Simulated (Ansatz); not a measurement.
# BN (model structure, Pm-3m, No. 221, 2 atoms in the cell)

All values below come from r²SCAN (Ansatz, a first-principles code, plane waves, PAW).

Run with plane-wave cutoff 560 eV, 26×26×26 k mesh, Fermi–Dirac smearing 0.05 eV, scalar-relativistic PAW data made under PBE.

Cell (relaxed at this level):

```cif
data_BN
_chemical_formula_sum 'B1 N1'
_space_group_name_H-M_alt 'Pm-3m'
_space_group_IT_number 221
_space_group_name_Hall '-P 4 2 3'
_cell_length_a 2.31331
_cell_length_b 2.31331
_cell_length_c 2.31331
_cell_angle_alpha 90.000
_cell_angle_beta 90.000
_cell_angle_gamma 90.000
loop_
_atom_site_label
_atom_site_type_symbol
_atom_site_symmetry_multiplicity
_atom_site_Wyckoff_symbol
_atom_site_fract_x
_atom_site_fract_y
_atom_site_fract_z
_atom_site_occupancy
B1 B 1 a 0.00000 0.00000 0.00000 1
N1 N 1 b 0.50000 0.50000 0.50000 1
```

```yaml
band_gap: zero (no gap)
bulk modulus B0: 253 GPa
```

Note: the bulk modulus is −V dP/dV from two relaxed cells at ±2 % in volume; the relaxation could raise the start's symmetry but not lower it, so the cell can be a saddle point.

Static lattice: no zero-point or thermal effects.

A model structure was made by putting elements into a prototype or built by hand; it is no filed structure, need not be a known phase, and can be a saddle point held by its symmetry.
